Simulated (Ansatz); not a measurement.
CoSi₂ (Fm-3m), PBEsol, DFPT electron-phonon coupling, linearised Boltzmann equation (Ansatz, a program for electronic structure): Condition of this run: hydrostatic pressure 15 GPa (the target of the relaxation). phonon-limited resistivity 7.43 μΩ·cm at 300 K, 10.6 μΩ·cm at 400 K, current-weighted mean free path 12.7 nm, Drude plasma energy 6.75 eV.

**Question.** Estimate the electronic thermal conductivity at 300 K by the Wiedemann-Franz law (L₀ = 2.44×10⁻⁸ W·Ω/K²).

**Answer.** L₀T/ρ = 2.44×10⁻⁸ × 300/(7.43×10⁻⁸) = 98.5 W/(m·K). Inelastic scattering puts the true Lorenz number somewhat under L₀ near and below the Debye temperature.

**Question.** What is the classical skin depth at 100 GHz (nonmagnetic, μ₀ = 1.257×10⁻⁶ H/m)?

**Answer.** δ = √(ρ/(π f μ₀)) = 434 nm.

**Question.** Estimate the resistivity of a 80 nm square wire with diffuse walls from ρ ≈ ρ₀(1 + 3ℓ/4d).

**Answer.** 1 + 0.75 × 12.7/80 = 1.12, so ρ ≈ 8.31 μΩ·cm and a line 1 μm long has 13.0 Ω. The formula is the free-electron limit for d well above ℓ; grain boundaries add to it.

A metal at this level (no band gap). Only scattering by harmonic phonons is included (no impurities, grain boundaries, electron-electron scattering or thermal expansion). Spin-orbit coupling is left out. Halving the electron mesh (28x28x28) moves the resistivity by up to 1 % at 300 K, the mean free path by up to 1 %. Smearing 0.20 eV; phonons on a 5x5x5 q mesh, which this run doesn't test.

Treated as nonmagnetic (a ferromagnetic start lost its moment, other orders weren't tried): CoSi2 (Fm-3m).
